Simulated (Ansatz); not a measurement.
Start from Re in the hcp (Mg type) structure (space group P6_3/mmc, No. 194; relaxed with 0.1 eV smearing).

```
Re
1.0
    2.75189     0.00000     0.00000
   -1.37595     2.38321     0.00000
    0.00000     0.00000     4.44007
Re
2
Cartesian
  1.37595   0.79440   3.33005
  0.00000   1.58880   1.11002
```

Method: PBEsol (Ansatz, a program for electronic structure), without spin-orbit coupling.

Strains are applied to the cell and any free atomic positions relax.

One change was made to it. Results:

```csv
quantity,base,after
"pressure (mean of the normal stresses, compression positive)",0.0 GPa,-5.7 GPa
energy relative to the base (free energy F),0 meV/atom,+3.9 meV/atom
```

What was done to the base?
A) isotropic strain +1.50 %
B) isotropic strain +0.50 %
C) isotropic strain −2.00 %
D) isotropic strain +1.00 %
E) isotropic strain +2.50 %

B, isotropic strain +0.50 %. For comparison, the energy relative to the base in the other runs: isotropic strain +1.50 % gives +34 meV/atom; isotropic strain −2.00 % gives +68 meV/atom; isotropic strain +2.50 % gives +92 meV/atom; isotropic strain +1.00 % gives +15 meV/atom.

Whether these cells are dynamically stable was not tested. The final runs are not spin-polarised.
